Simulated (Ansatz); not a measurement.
Output of an Ansatz run (abridged):

```
WARN ansatz: RAYON_NUM_THREADS=1 ignored (pool sized by the plan → 1); use --threads N
Pseudopotentials: kind: paw
Pseudopotential: Al, paw, valence charge 3
Pseudopotential: Ni, paw, valence charge 18
Crystal: 2 atoms, lattice volume = 23.262 Å³
Basis set: ecut = 420.4159175005146 eV, 475 PW (Γ), exchange–correlation on 40×40×48 points (8 copies of the dense FFT grid, shifted against one another)
Bands: 15, of which v1, the nominal top of the filled ones, is band 11 counted from 1 (10 counted from 0)
Symmetry: 4 space group operations
Space group: Cmm2 (ITA 35), of the structure as read, at distance tolerance 2.9e-5 Å
k-points: 258 of 1584 (time reversal used)
PAW frozen core: Al, regenerated for the run's functional, and the local potential with it
PAW frozen core: Ni, regenerated for the run's functional, and the local potential with it
Initial density: superposition of atomic densities (neutral atoms: chi_scale 0, normalization atom), corrected by the library's trained network
Initial wavefunctions: pseudopotential atomic-orbital guess
Eigensolver: davidson
Functional: x = pbesol(κ = 0.804, μ = 0.12345679012345678), c = pbesol(β = 0.046)
SCF iter   1: F=—  HF=-6330.821625 eV  |F-HF|=—  |Δ(HF+E_count)|=         —  Δρ=1.83e-2  dr2=4.44e-2  ethr=1.77e-3  ⟨swp⟩=4.7  Hψ=17550  notcnv=0
all-band conjugate gradients solve this SCF's bands
preconditioner: auto → none
SCF iter   2: F=—  HF=-6330.816028 eV  |F-HF|=—  |Δ(HF+E_count)|=   5.60e-3  Δρ=5.94e-3  dr2=5.23e-3  ethr=2.11e-4  ⟨swp⟩=2.0  Hψ=6774  notcnv=0  defer=46
SCF iter   3: F=—  HF=-6330.815407 eV  |F-HF|=—  |Δ(HF+E_count)|=   6.21e-4  Δρ=9.23e-4  dr2=1.28e-4  ethr=2.49e-5  ⟨swp⟩=1.0  Hψ=3800  notcnv=0  defer=46
SCF iter   4: F=—  HF=-6330.815388 eV  |F-HF|=—  |Δ(HF+E_count)|=   1.90e-5  Δρ=7.08e-5  dr2=3.71e-7  ethr=6.11e-7  ⟨swp⟩=1.7  Hψ=4539  notcnv=0  defer=46
SCF iter   5: F=—  HF=-6330.815426 eV  |F-HF|=—  |Δ(HF+E_count)|=   3.78e-5  Δρ=1.83e-5  dr2=5.09e-8  ethr=1.77e-9  ⟨swp⟩=2.0  Hψ=6050  notcnv=0  defer=46
SCF iter   6: F=-6330.815426 eV  HF=-6330.815426 eV  |F-HF|=7.28e-10  |Δ(HF+E_count)|=   5.80e-9  Δρ=1.65e-6  dr2=4.99e-10  ethr=2.42e-10  ⟨swp⟩=4.1  Hψ=15119  notcnv=0
SCF 1 converged in 6 iterations: F = -6330.815426 eV  dr2 = 4.99e-10
SCF converged after 6 iterations
Free energy (F): -6330.815426 eV
Harris-Foulkes:  -6330.815426 eV  (|F-HF|=7.28e-10)
Internal energy: -6330.811398 eV  (E = F + TS)
E sigma→0 (E₀):  -6330.813412 eV
Entropy (-TS):   -0.004027 eV (-2.014 meV/atom)
Fermi energy:    14.306189 eV
--- Per-component energies (eV) ---
  E_band       = -329.202968
  E_kinetic    = 312.422042
  E_local      = -4423.663355  (includes V_loc(G=0)·N_el)
  E_nonlocal   = 648.474337
  E_hartree    = 1903.633237
  E_xc         = -126.092913
  E_vxc        = -141.378691  (∫ρ·V_xc dr)
  E_paw        = -2052.537902  (= ΣΔE_a)
  E_vpaw       = -532.325607  (= ΣTr[D̂ρ^β])
  E_aug_tail   = 0.000494  (compensation charges beyond the density's cutoff)
  E_ewald      = -2593.263767
  E_core_change = 0.216428  (= ΣΔE_core)
  E_smearing   = -0.004027  (= −TS)
  E_closure    = -0.000000  (closes the sum)
  Σ components = -6330.815426   (vs F -6330.815426, Δ=0.00e0)
--- Forces (eV/Å), atoms counted from 1 ---
  atom   1  Al     0.00000000     0.00000000    -0.33325842
  atom   2  Ni     0.00000000     0.00000000     0.33326279
  max |Σ_I F_I| component: 4.37e-6 eV/Å
--- Stress (GPa, compression-positive) ---
        5.413157       0.000000       0.000000
        0.000000       3.808034       0.000000
        0.000000       0.000000      -2.652646
  P = ⅓ Tr σ = 2.1895 GPa (21.895 kbar)
  The stress holds the Pulay correction. Without it, at fixed plane waves, as pw.x and ABINIT print it: P = 2.1316 GPa
--- Band table (eV; the first three rows and the last of 258) ---
  k-point 0: bands = ["-88.7397", "-49.3152", "-49.2706", "-49.2658", "2.9568", "10.8415", "10.9908", "12.6550", "12.6754", "12.9762", "17.2681", "21.3936", "21.4368", "21.5187", "22.9876"]
  k-point 1: bands = ["-88.7396", "-49.3160", "-49.2706", "-49.2658", "3.0894", "10.7787", "11.0149", "12.6161", "12.6371", "12.9796", "16.3630", "21.5611", "21.6028", "22.5914", "22.9688"]
  k-point 2: bands = ["-88.7395", "-49.3182", "-49.2704", "-49.2656", "3.4841", "10.5132", "11.0806", "12.5152", "12.5375", "12.9888", "14.8803", "22.0462", "22.0850", "22.9156", "24.5615"]
  k-point 257: bands = ["-88.7333", "-49.3175", "-49.3067", "-49.3025", "10.0706", "10.1230", "10.1530", "13.0730", "13.5010", "16.1513", "16.1623", "16.2783", "18.3024", "18.6920", "18.7871"]
```

The structure:

```xyz
2
Lattice="1.9329 -1.9473 0.0000 1.9329 1.9473 0.0000 0.0000 0.0000 3.0901" Properties=species:S:1:pos:R:3 pbc="T T T"
Al     0.0000     0.0000     0.0500
Ni     1.9329     0.0000     1.5451
```

Problem. Write an input that gives this output.

Solution. Other spellings and defaults could give the same log, and not every line can be read from it. The input that was run (DFT, PBEsol, plane waves, default PAW files made with PBE):

Ansatz 0.2 input:
```yaml
crystal:
  lattice:
    - [1.932879, -1.947330, 0.000000]
    - [1.932879, 1.947330, 0.000000]
    - [0.000000, 0.000000, 3.090132]
  atoms:
    - { symbol: Al, position_ang: [0.000000, 0.000000, 0.050001] }
    - { symbol: Ni, position_ang: [1.932879, 0.000000, 1.545066] }
basis:
  ecutwfc: 30.9 Ry
kpoints:
  mp_grid: { grid: [12, 12, 11] }
hamiltonian:
  xc: pbesol
  pseudopotentials: { kind: paw }
scf:
  occupations: { method: gaussian, width: 0.0073 Ry }
output:
  forces: true
  eigenvalues: true
  stress: true
```

The starting cell comes from a database of computed structures (which also holds hypothetical and non-ambient phases and stackings), without a prior relaxation at this level. Its lattice was rescaled by up to half a per cent. One atom was moved a little off its site on purpose. Spin polarisation is off. Ansatz's pressure includes its estimate of the finite-basis (Pulay) stress.

Ansatz is a program for electronic structure.
